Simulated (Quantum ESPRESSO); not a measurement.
**A short convergence ladder for GaSb (F-43m, 2 atoms in the cell)**

```
CELL_PARAMETERS angstrom
     -3.06525     0.00000     3.06525
      0.00000     3.06525     3.06525
     -3.06525     3.06525     0.00000
ATOMIC_POSITIONS crystal
  Ga 0.00000 0.00000 0.00000
  Sb 0.25000 0.25000 0.25000
```

Base method: PBEsol, PseudoDojo standard norm-conserving (PBESOL) pseudopotentials (plane waves; Quantum ESPRESSO).

Base settings: ecutwfc = 80 Ry; occupations = smearing; smearing = fermi-dirac; degauss = 0.00147 Ry; potentials = {Ga: Ga.upf, Sb: Sb.upf}; K_POINTS = automatic 7 7 7 0 0 0; conv_thr = 1e-10 Ry; mixing_beta = 0.7.

**Zone-centre phonons against the cutoff**

In this ladder: ph.x.tr2_ph = 1e-14; ph.x.fildyn = dyn.G; dynmat.x.fildyn = dyn.G; dynmat.x.asr = crystal.

The mesh stays at the base's, so the ladder's end is converged at best in this setting alone.

Frequencies are those of the unrelaxed cell, without the LO-TO term of polar crystals.

Only quantities that move along the ladder and can be compared are tabulated.

| ecutwfc | highest zone-centre frequency (cm⁻¹) |
|---|---|
| 40 Ry | 234.1 |
| 56 Ry | 205.7 |
| 80 Ry | 202.4 |
| 96 Ry | 202.6 |

Coarsest ecutwfc that holds the highest zone-centre frequency within 5 cm⁻¹ of the last step, with all finer ones: 56 Ry; the step before is off by 31 cm⁻¹.

On the base run: the starting cell has typed, rounded lattice constants, without a prior relaxation at this level. Its lattice was rescaled by up to half a per cent. The run gives no clean gap (levels at the Fermi energy touch, overlap or are partly filled at this smearing), which alone does not show that the compound is a metal.
